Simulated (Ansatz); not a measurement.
The reference is Os in the hcp (Mg type) structure (space group P6_3/mmc, No. 194; a = 2.754 Å, c = 4.347 Å; relaxed with 0.1 eV smearing). Axes: x lies along a and z along c of the hexagonal cell.

Computed with Kohn–Sham DFT with the PBE functional, run in Ansatz (an electronic-structure program) with PAW and 420 eV plane waves, spin-orbit coupling left out.

Perturbation: the cell is compressed by 1.00 % along x with no lateral relaxation, atoms relaxed at fixed cell.

Problem. Predict the stress tensor and what it implies for the stiffness.

Solution. Stress of the strained cell less that of the base (GPa, compression positive):
```
    7.7     0.0     0.0
    0.0     2.2     0.0
    0.0     0.0     2.2
```

Then −Δσ_ii/ε with ε = -0.0100 gives relaxed-ion elastic constants: C11 ≈ 767 GPa, C12 ≈ 222 GPa and C13 ≈ 222 GPa.

Whether these cells are dynamically stable was not tested. All final runs are without spin polarisation.
